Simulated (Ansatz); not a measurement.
CsCl-type TiCo, treated with PBE-D3(BJ) (Ansatz, a first-principles code, PAW).

Run with plane-wave cutoff 520 eV, 16×16×16 k mesh, Fermi–Dirac smearing 0.1 eV, perturbation theory, no spin polarisation, scalar-relativistic PAW data made under PBE.

Computed at the level's own relaxed cell.

```yaml
crystal:
  lattice:
    - [2.93375, 0.00000, 0.00000]
    - [0.00000, 2.93375, 0.00000]
    - [0.00000, 0.00000, 2.93375]
  atoms:
    - { symbol: Ti, position: [0.00000, 0.00000, 0.00000] }
    - { symbol: Co, position: [0.50000, 0.50000, 0.50000] }
```

Harmonic phonon frequencies (cm⁻¹; i marks an imaginary mode):

```
q point              frequencies
-------  -----------------------
Γ              0 0 0 234 234 234
X                              …
M        112 112 130 173 293 293
```

Q: Complete the blanks.

A: 
- X, frequencies: 141 141 164 164 186 331

No imaginary mode appears at these points.

Note: the dispersion coefficients are held fixed in the derivatives.
